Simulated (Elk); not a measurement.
Input and output of a self-consistent single point for SrSbPt (P-6m2, 3 atoms in the cell) (Elk).

Method of the run: LDA (PW92), all-electron FP-LAPW, Elk's shipped species files, APW+lo basis with extra local orbitals in Elk.

The change in words: lattice scaled by 0.98. Reference geometry:
```
CELL_PARAMETERS angstrom
      4.50717     0.00000     0.00000
     -2.25359     3.90332     0.00000
      0.00000     0.00000     4.63998
ATOMIC_POSITIONS crystal
  Sr 0.00000 0.00000 0.00000
  Sb 0.66667 0.33333 0.50000
  Pt 0.33333 0.66667 0.50000
```

Reference input (self-consistent single point, DFT, LDA (PW92), all-electron FP-LAPW, Elk's shipped species files, APW+lo basis with extra local orbitals): rgkmax = 8; stype = 0; swidth = 0.00367493 Ha; ngridk = 6 6 5; tforce = true; gmaxvr = 18 1/bohr; lmaxapw = 10; lmaxo = 8; nxlo = 2; lorbcnd = true; lradstp = 2; nrmtscf = 2. This run's input differs from it in these lines:

```diff
@@ -46,5 +46,5 @@
 avec
-    8.5173172035   -0.0000000711    0.0000000000
-   -4.2586585402    7.3762131059    0.0000000000
-    0.0000000000    0.0000000000    8.7682914237
+    8.3469717611   -0.0000005759    0.0000000000
+   -4.1734853818    7.2286898777    0.0000000000
+    0.0000000000    0.0000000000    8.5929248394
```

The program printed (abridged):

```
│ Self-consistent loop started │
│ Loop number : 1 │
 total energy                :     -28087.9740117
│ Loop number : 2 │
 total energy                :     -28088.6496664
RMS change in Kohn-Sham potential (target) :   0.9951939827E-01 (  0.1000000000E-05)
Absolute change in total energy (target)   :   0.6756547126     (  0.1000000000E-03)
│ Loop number : 3 │
 total energy                :     -28090.1711854
RMS change in Kohn-Sham potential (target) :   0.8585449895E-01 (  0.1000000000E-05)
Absolute change in total energy (target)   :    1.690432651     (  0.1000000000E-03)
│ Loop number : 4 │
   [... lines left out ...]
Absolute change in total energy (target)   :   0.4979317499E-02 (  0.1000000000E-03)
│ Loop number : 13 │
 total energy                :     -28090.9022519
RMS change in Kohn-Sham potential (target) :   0.2170521352E-05 (  0.1000000000E-05)
Absolute change in total energy (target)   :   0.6649942225E-03 (  0.1000000000E-03)
│ Loop number : 14 │
 total energy                :     -28090.9020561
RMS change in Kohn-Sham potential (target) :   0.5527925833E-06 (  0.1000000000E-05)
Absolute change in total energy (target)   :   0.2956315438E-04 (  0.1000000000E-03)
Convergence targets achieved

│ Loop number : 15 │

Energies :
 Fermi                       :     0.294673646831
 total energy                :     -28090.9019957

Density of states at Fermi energy :    109.6855202
 (states/Hartree/unit cell)

Estimated indirect band gap :   0.2757778003E-02
 from k-point     27 to k-point     26
Estimated direct band gap   :   0.6013529932E-02
 at k-point      5

Charges :
 core                        :    112.0000000
 valence                     :    55.00000000
 interstitial                :    7.517715467
 muffin-tins (core leakage)
  species :    1 (Sr)
   atom    1                 :    35.28735861     (  0.3101055420E-03)
  species :    2 (Sb)
   atom    1                 :    47.99686490     (  0.6200840275E-02)
  species :    3 (Pt)
   [... lines left out ...]
   total force               :    -0.00000000    0.00000000    0.00000000
   total magnitude           :     0.00000000
 species :    3 (Pt)
  atom :    1
   Hellmann-Feynman          :    -0.00000000    0.00000000    0.00000000
   IBS                       :     0.00000000   -0.00000000    0.00000000
   total force               :     0.00000000   -0.00000000    0.00000000
   total magnitude           :     0.00000000
```

The run converged in 15 iterations. The count includes the last loop, which Elk runs after its targets are met. Against the reference run the total energy goes up by 2.2 meV/atom.

The starting cell comes from a database of computed structures (which also holds hypothetical and non-ambient phases and stackings), without a prior relaxation at this level. For this run, on top of that: lattice scaled by 0.98. Spin-orbit coupling is off. Spin polarisation is off. Values depend on the basis (sphere radii, cutoffs, local orbitals), which need not be converged. The log's line on a gap gives a spacing of levels on this mesh, which the program prints for metals too.

Cost on one core of a shared machine: roughly 2 min.
